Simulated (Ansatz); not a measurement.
We consider HfC (P6₃/mmc, No. 194, 4 atoms in the cell; start mp-1096993; a measured phase of this formula has another space group), described by LDA in Ansatz (plane waves, PAW).

Settings: plane-wave cutoff 520 eV, 18×18×12 k mesh (along the axes of the cell as run), Fermi–Dirac smearing 0.05 eV, scalar-relativistic PAW data made under PBE.

Cell (relaxed at this level):

```
CELL_PARAMETERS angstrom
      3.27744     0.00000     0.00000
     -1.63872     2.83835     0.00000
      0.00000     0.00000     5.12662
ATOMIC_POSITIONS crystal
  Hf 0.66667 0.33333 0.75000
  Hf 0.33333 0.66667 0.25000
  C  0.00000 0.00000 0.00000
  C  0.00000 0.00000 0.50000
```

Problem. Predict the bulk modulus B0.

Solution. 
bulk modulus B0: 260 GPa

The run finds no gap.

Note: the bulk modulus is −V dP/dV from two relaxed cells at ±2 % in volume; the relaxation could not lower the start's symmetry, so the cell can be a saddle point above a distorted one.

Spin–orbit coupling is not included; it can open a gap where bands touch, and shift volumes and moduli.

The computed numbers hold no vibrational or temperature effects.

A start named mp-… is a Materials Project structure, which need not be a measured phase.

Ansatz is an electronic-structure program.
